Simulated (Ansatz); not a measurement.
**Effect of x(Rb) = 0.5, 4 atoms, P4/nmm on K**

Take K in the bcc (W type) structure (space group Im-3m, No. 229; a = 5.344 Å) as the base.

The other end (x = 1) is Rb in the bcc (W type) structure (space group Im-3m, No. 229): 94.96 Å³/atom, gap zero.

It is then changed as follows: a fraction x = 0.5 of the K sites is given to Rb, ordered in a cell of 4 atoms (starting symmetry P4/nmm) and fully relaxed.

The values are results of Ansatz (a first-principles code) r2SCAN, no spin-orbit coupling, not measurements. Settings: 9×9×5 k-points, 0.05 eV Fermi–Dirac smearing, for the changed cell.

```json
[
 {"quantity": "volume per atom", "base": "76.31 Å³", "changed": "85.77 Å³", "shift": "+9.46 Å³"},
 {"quantity": "band gap", "base": "zero", "changed": "zero", "shift": "–"},
 {"quantity": "mixing energy (to 0.01 eV only: unlike meshes or grids)", "base": "–", "changed": "0.00 eV/atom", "shift": "–"},
 {"quantity": "deviation of the volume from the linear (Vegard-type) interpolation", "base": "–", "changed": "+0.2 %", "shift": "–"}
]
```

Each cell is one ordered arrangement of few atoms, which overstates ordering effects compared with a random alloy. Stability against distortions was not tested.
